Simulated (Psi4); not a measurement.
Psi4 1.11, HF/def2-svp: COB([O])OC, charge -1, multiplicity 1, 12 atoms. The geometry is a generated start, not checked to be a minimum at this level.

```
Item                                  Value
--------------------------  ---------------
task                                 energy
method                                  scf
basis                              def2-svp
memory                                 3 GB
maxiter                                 100
keys of the molecule block      symmetry c1
scf_type                       df (default)
e_convergence               1e-06 (default)
d_convergence               1e-06 (default)
basis functions                         114
```

```xyz
12

C      1.8825    -0.1185     0.6413
O      0.5242    -0.1046     0.3856
B      0.1299     0.4467    -0.9460
O      0.9277     0.8811    -1.8202
O     -1.3181     0.3968    -1.0650
C     -2.0675    -0.1646    -0.0467
H      2.1320     0.5438     1.4882
H      2.4428     0.2255    -0.2393
H      2.2144    -1.1385     0.8986
H     -3.1328    -0.0181    -0.2857
H     -1.8789    -1.2459     0.0603
H     -1.8562     0.2962     0.9289
```

Charge -1 and multiplicity 1 are set for this test and not shown to be the ground state.

With the defaults (damping_percentage = 0, guess = auto, which took SAD, soscf = false, soscf_start_convergence = 0.01, diis_max_vecs = 10, diis_start = 1, scf_initial_accelerator = adiis) it converges in 9 SCF iterations. One run each on 2 threads, with these changes:
- guess = huckel
- guess = gwh
- diis_start = 4
- damping_percentage = 20
- soscf = true, soscf_start_convergence = 0.001
- guess = modhuckel
- diis_max_vecs = 3
- damping_percentage = 60
- scf_initial_accelerator = none

Q: Which runs fail or end elsewhere than the default run?

A: No convergence: damping_percentage = 60 (the run ends without SCF convergence in 100 iterations). The rest reach the solution of the defaults.

```
setting                                        SCF iterations  JK calls             end
---------------------------------------------  --------------  --------  --------------
soscf = true, soscf_start_convergence = 0.001               6        17   same solution
the defaults                                                9        10   same solution
guess = huckel                                              9        31   same solution
guess = modhuckel                                           9        31   same solution
scf_initial_accelerator = none                              9        10   same solution
diis_start = 4                                             10        11   same solution
diis_max_vecs = 3                                          11        12   same solution
guess = gwh                                                12        12   same solution
damping_percentage = 20                                    18        19   same solution
damping_percentage = 60                                   100       101  no convergence
```

An SOSCF iteration holds several JK calls; a Hückel guess adds calls on atoms.
